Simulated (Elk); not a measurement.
A self-consistent single point of CuTe (Pmmn, 4 atoms in the cell) with Elk

Method: LDA (PW92), all-electron FP-LAPW, Elk's shipped species files, APW+lo basis with extra local orbitals (Elk).

This input was run:

```
tasks
  0

rgkmax
  7.5

gmaxvr
  16.0

nxlo
  2

lorbcnd
  .true.

rmtscf
  0.91

lmaxi
  2

stype
  0

swidth
  0.00499791

maxscl
  100

avec
    6.0422707821    0.0000000000    0.0000000000
    0.0000000000    7.4564038638    0.0000000000
    0.0000000000    0.0000000000   13.6427322478

atoms
  2
  'Cu.in'
  2
  0.0000000000  0.5000000000  0.4645900000    0.0 0.0 0.0
  0.5000000000  0.0000000000  0.5354100000    0.0 0.0 0.0
  'Te.in'
  2
  0.0000000000  0.0000000000  0.2382300000    0.0 0.0 0.0
  0.5000000000  0.5000000000  0.7617700000    0.0 0.0 0.0

ngridk
  7 6 3
```

The program printed (abridged):

```
│ Elk code version 10.2.4 │

All units are atomic (Hartree, Bohr, etc.)

│ Ground-state run starting from atomic densities │

Lattice vectors :
   6.042270782       0.000000000       0.000000000
   0.000000000       7.456403864       0.000000000
   0.000000000       0.000000000       13.64273225

Unit cell volume      :    614.6543545
Brillouin zone volume :   0.4035604916

Muffin-tin inner radius fraction :   0.1000000000E-01

Nuclei treated as point charges

Species :    1 (Cu)
 parameters loaded from : Cu.in
 name : copper
 nuclear charge    :   -29.00000000
 electronic charge :    29.00000000
 atomic mass :    115837.2717
 muffin-tin radius :    2.184000000
 number of radial points in muffin-tin :    497
 atomic positions (lattice), magnetic fields (Cartesian) :
   1 :   0.25000000  0.25000000  0.46459000    0.00000000  0.00000000  0.00000000
   2 :  -0.25000000 -0.25000000 -0.46459000    0.00000000  0.00000000  0.00000000

Species :    2 (Te)
 parameters loaded from : Te.in
 name : tellurium
 nuclear charge    :   -52.00000000
 electronic charge :    52.00000000
 atomic mass :    232600.5707
 muffin-tin radius :    2.366000000
 number of radial points in muffin-tin :    597
 atomic positions (lattice), magnetic fields (Cartesian) :
   1 :   0.25000000 -0.25000000  0.23823000    0.00000000  0.00000000  0.00000000
   2 :  -0.25000000  0.25000000 -0.23823000    0.00000000  0.00000000  0.00000000

Total number of atoms per unit cell :    4

Spin treatment :
 spin-unpolarised

Number of Bravais lattice symmetries :    8
Number of crystal symmetries         :    8
Crystal has inversion symmetry
Real symmetric eigensolver will be used

k-point grid :      7     6     3
k-point offset :    0.000000000       0.000000000       0.000000000
k-point set is reduced with full crystal symmetry group
Total number of k-points :       32

Muffin-tin radius times maximum |G+k| :    7.500000000
 using average radius
Maximum |G+k| for APW functions       :    3.296703297
Maximum (1/2)|G+k|²                   :    5.434126313
Maximum |G| for potential and density :    16.00000000
 potential will be trimmed for |G| > 2 gkmax
Constant for pseudocharge density :    9
Radial integration step length :    4

G-vector grid sizes :     32    40    70
Number of G-vectors :    42519

Maximum angular momentum used for
 APW functions                      :    8
 outer part of muffin-tin           :    6
 inner part of muffin-tin           :    2

Total nuclear charge    :   -162.0000000
Total core charge       :    96.00000000
Total valence charge    :    66.00000000
Total excess charge     :    0.000000000
Total electronic charge :    162.0000000

Effective Wigner radius, rₛ :   0.9675552630

Number of empty states         :   16
Total number of valence states :   49
Total number of core states    :   96

Conduction state local-orbitals added automatically
Total number of local-orbitals :  324

Exchange-correlation functional :      3     0     0
 Perdew-Wang/Ceperley-Alder, Phys. Rev. B 45, 13244 (1992)
 gradient requirement :    0
 local density approximation (LDA)

Smearing type :    0
 Gaussian
Smearing width :   0.4997910000E-02
Effective electronic temperature (K) :    1578.215154

Mixing type :    3
 Broyden mixing, J. Phys. A: Math. Gen. 17, L317 (1984)

Kohn-Sham potential initialised from atomic data

│ Self-consistent loop started │
│ Loop number : 1 │
 total energy                :     -16869.1249384
│ Loop number : 2 │
 total energy                :     -16871.3626225
RMS change in Kohn-Sham potential (target) :   0.3622481187     (  0.1000000000E-05)
Absolute change in total energy (target)   :    2.237684045     (  0.1000000000E-03)
│ Loop number : 3 │
 total energy                :     -16884.2715465
RMS change in Kohn-Sham potential (target) :   0.1591538409     (  0.1000000000E-05)
Absolute change in total energy (target)   :    13.46834506     (  0.1000000000E-03)
│ Loop number : 4 │
 total energy                :     -16890.9109654
RMS change in Kohn-Sham potential (target) :   0.4252847093E-01 (  0.1000000000E-05)
Absolute change in total energy (target)   :    10.00650515     (  0.1000000000E-03)
│ Loop number : 5 │
 total energy                :     -16892.1902625
RMS change in Kohn-Sham potential (target) :   0.2252230592E-01 (  0.1000000000E-05)
Absolute change in total energy (target)   :    3.780923360     (  0.1000000000E-03)
│ Loop number : 6 │
 total energy                :     -16891.5943829
RMS change in Kohn-Sham potential (target) :   0.3041935060E-01 (  0.1000000000E-05)
Absolute change in total energy (target)   :   0.3493512354     (  0.1000000000E-03)
│ Loop number : 7 │
 total energy                :     -16888.6955876
RMS change in Kohn-Sham potential (target) :   0.8341052533E-02 (  0.1000000000E-05)
Absolute change in total energy (target)   :    2.811457425     (  0.1000000000E-03)
│ Loop number : 8 │
 total energy                :     -16887.5049947
RMS change in Kohn-Sham potential (target) :   0.1949675945E-02 (  0.1000000000E-05)
Absolute change in total energy (target)   :    1.893457227     (  0.1000000000E-03)
│ Loop number : 9 │
 total energy                :     -16887.4012034
RMS change in Kohn-Sham potential (target) :   0.2589386768E-02 (  0.1000000000E-05)
Absolute change in total energy (target)   :   0.5771556775     (  0.1000000000E-03)
│ Loop number : 10 │
 total energy                :     -16887.4732413
RMS change in Kohn-Sham potential (target) :   0.1225243863E-02 (  0.1000000000E-05)
Absolute change in total energy (target)   :   0.7225097705E-01 (  0.1000000000E-03)
│ Loop number : 11 │
 total energy                :     -16887.5388930
RMS change in Kohn-Sham potential (target) :   0.2322533315E-03 (  0.1000000000E-05)
Absolute change in total energy (target)   :   0.4758889596E-01 (  0.1000000000E-03)
│ Loop number : 12 │
 total energy                :     -16887.5522034
RMS change in Kohn-Sham potential (target) :   0.1112750648E-04 (  0.1000000000E-05)
Absolute change in total energy (target)   :   0.2520771289E-01 (  0.1000000000E-03)
│ Loop number : 13 │
 total energy                :     -16887.5518467
RMS change in Kohn-Sham potential (target) :   0.8130235747E-05 (  0.1000000000E-05)
Absolute change in total energy (target)   :   0.5945197012E-02 (  0.1000000000E-03)
│ Loop number : 14 │
 total energy                :     -16887.5512044
RMS change in Kohn-Sham potential (target) :   0.1709931892E-05 (  0.1000000000E-05)
Absolute change in total energy (target)   :   0.8439917437E-03 (  0.1000000000E-03)
│ Loop number : 15 │
 total energy                :     -16887.5510963
RMS change in Kohn-Sham potential (target) :   0.7232089903E-06 (  0.1000000000E-05)
Absolute change in total energy (target)   :   0.1029242740E-03 (  0.1000000000E-03)
│ Loop number : 16 │
 total energy                :     -16887.5511077
RMS change in Kohn-Sham potential (target) :   0.4473782439E-06 (  0.1000000000E-05)
Absolute change in total energy (target)   :   0.3714157356E-04 (  0.1000000000E-03)
Convergence targets achieved

│ Loop number : 17 │

Energies :
 Fermi                       :     0.218407722765
 sum of eigenvalues          :     -10143.3301233
 electron kinetic            :      17720.1381855
 core electron kinetic       :      17012.1264466
 Coulomb                     :     -34136.5747412
 Coulomb potential           :     -27238.9267779
 nuclear-nuclear             :     -1380.98272721
 electron-nuclear            :     -38272.2572500
 Hartree                     :      5516.66523604
 Madelung                    :     -20517.1113522
 xc potential                :     -624.541530912
 exchange                    :     -455.983176603
 correlation                 :     -15.1313688603
 total energy                :     -16887.5511011

Density of states at Fermi energy :    47.72480414
 (states/Hartree/unit cell)

Estimated indirect band gap :   0.3598129639E-02
 from k-point     22 to k-point     17
Estimated direct band gap   :   0.1798603140E-01
 at k-point     18

Charges :
 core                        :    96.00000000
 valence                     :    66.00000000
 interstitial                :    7.890893980
 muffin-tins (core leakage)
  species :    1 (Cu)
   atom    1                 :    27.81461859     (  0.5556806612E-03)
   atom    2                 :    27.81461859     (  0.5556806612E-03)
  species :    2 (Te)
   atom    1                 :    49.23993442     (  0.1501976490E-02)
   atom    2                 :    49.23993442     (  0.1501976490E-02)
 total in muffin-tins        :    154.1091060
 total calculated charge     :    161.9846936
 total charge                :    162.0000000
 error                       :   0.1530640009E-01

│ Self-consistent loop stopped │
```

The run converged in 17 iterations. The count includes the last loop, which Elk runs after its targets are met.

The starting cell comes from a database of computed structures (which also holds hypothetical and non-ambient phases and stackings), without a prior relaxation at this level. Its lattice was rescaled by a random factor within 2.5 % of one. Spin-orbit coupling is off. Spin polarisation is off. Values depend on the basis (sphere radii, cutoffs, local orbitals), which need not be converged. The run gives no clean gap (levels at the Fermi energy touch, overlap or are partly filled at this smearing), which alone does not show that the compound is a metal. The log's line on a gap gives a spacing of levels on this mesh, which the program prints for metals too.

Cost on one core of a shared machine: roughly 2 min.
